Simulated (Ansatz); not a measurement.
## What biaxial strain −2.50 %, plane normal [111], relaxed out of plane does to Ir

Consider Ir in the fcc (Cu type) structure (space group Fm-3m, No. 225; a = 3.831 Å; relaxed with 0.1 eV smearing). Axes: x, y, z lie along the cube axes.

The change: compressive biaxial strain of 2.50 % in the plane normal to [111], as in epitaxy on a mismatched substrate; the out-of-plane cell vector and the atoms relax.

Level of theory: PBEsol (Ansatz, an electronic-structure program), no spin-orbit coupling. Γ-centred 29×29×29 mesh, Fermi–Dirac width 0.1 eV.

| quantity | base | changed | shift |
|---|---|---|---|
| volume per atom | 14.06 Å³ | 13.54 Å³ | -0.52 Å³ |
| space group | Fm-3m (No. 225) | R-3m (No. 166) | – |
| shortest interatomic distance | 2.709 Å | 2.641 Å | -0.068 Å |
| energy relative to the base (free energy F) | 0 meV/atom | +52 meV/atom | +52 meV/atom |
| pressure (mean of the normal stresses, compression positive) | 0.0 GPa | 16.8 GPa | +16.8 GPa |
| band gap | zero | zero | – |
| out-of-plane strain | – | +1.32 % | – |
| ratio −ε⊥/ε∥ | – | 0.53 | – |
| mean in-plane stress (compression positive) | – | +25.2 GPa | – |

Stability against distortions was not tested. All final runs are without spin polarisation.
